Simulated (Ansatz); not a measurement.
**A series of runs on BaMg6B (Amm2, 8 atoms in the cell)**

```
CELL_PARAMETERS angstrom
      3.96097     0.00000     0.00000
      0.00000     3.14956     8.12658
      0.00000    -3.14956     8.12658
ATOMIC_POSITIONS crystal
  Ba 0.00000 0.77570 0.77570
  Mg 0.00000 0.81232 0.36168
  Mg 0.00000 0.36168 0.81232
  Mg 0.00000 0.35249 0.35249
  Mg 0.50000 0.70900 0.20524
  Mg 0.50000 0.20524 0.70900
  Mg 0.50000 0.19262 0.19262
  B  0.50000 0.59095 0.59095
```

Base run A: PBEsol, default PAW files made with PBE run with Ansatz (a program for electronic structure), self-consistent single point.

Its settings: basis.ecutwfc = 420 eV; kpoints.mp_grid.grid = 8 5 5; hamiltonian.xc = pbesol; hamiltonian.pseudopotentials = {kind: paw} (the program's default PAW files); scf.occupations.method = fermi_dirac; scf.occupations.width = 0.1 eV.

The starting cell comes from a database of computed structures (which also holds hypothetical and non-ambient phases and stackings), without a prior relaxation at this level. Ansatz's pressure includes its estimate of the finite-basis (Pulay) stress.

ΔF is the free energy per atom less that of run A. 

Runs:
- B: 2 x 1 x 1 supercell, mesh divided to match; kpoints.mp_grid.grid: 8 5 5 → 4 5 5
- C: 1 x 2 x 1 supercell, mesh divided and rounded up; kpoints.mp_grid.grid: 8 5 5 → 8 3 5
- D: 1 x 1 x 2 supercell, mesh divided and rounded up; kpoints.mp_grid.grid: 8 5 5 → 8 5 3
- E: 3 x 1 x 1 supercell, mesh divided and rounded up; kpoints.mp_grid.grid: 8 5 5 → 3 5 5

```tsv
run	ΔF (meV/atom)	pressure (GPa)	largest force (eV/Å)	k-points	valence electrons
A	0.00	-1.03	0.077	45	73
B	0.00	-1.03	0.077	27	146
C	-0.51	-1.05	0.071	40	146
D	-0.51	-1.05	0.071	40	146
E	-1.13	-1.03	0.062	18	219
```

Run C against A: The free energy stays essentially unchanged (within 1 meV/atom), the pressure hardly changes (-1.03 to -1.05 GPa) and the largest force goes from 0.077 to 0.071 eV/Å.

Run D against A: The free energy stays essentially unchanged (within 1 meV/atom), the pressure hardly changes (-1.03 to -1.05 GPa) and the largest force goes from 0.077 to 0.071 eV/Å.

Keys are those of Ansatz 0.2.
